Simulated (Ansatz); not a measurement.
**PBE against PBEsol: Ni2Si, pressure 18 GPa**

Consider Ni2Si (space group Pnma, No. 62; a = 5.020 Å, b = 3.731 Å, c = 7.077 Å; non-magnetic).

(Cell as relaxed with PBE.)

Levels (all Ansatz, an electronic-structure program, PAW): PBE (420 eV, scalar-relativistic without spin-orbit coupling); PBEsol (420 eV, scalar-relativistic without spin-orbit coupling).

Each level relaxes its own structure.

```tsv
base	PBE	PBEsol
volume per atom	11.05 Å³	10.62 Å³
band gap	zero	zero
```

One thing is altered: a hydrostatic pressure of 18 GPa.

| quantity | PBE | PBEsol |
|---|---|---|
| shortest interatomic distance | 2.270 Å | ? |
| band gap | zero | ? |

Task: Predict the PBEsol column.

Result: 
- shortest interatomic distance, PBEsol: 2.249 Å
- band gap, PBEsol: zero

PBE's shortest interatomic distance lies 0.021 Å above PBEsol's (0.9 %); the two agree on the band gap. Neither level is exact; PBEsol is the comparison here, not a measurement.

Load acts through the strain it causes; cell and atoms are relaxed under it. Stability against distortions was not tested. No other phases were tried under pressure. Seeded moments were not kept for the base. The final runs are not spin-polarised.
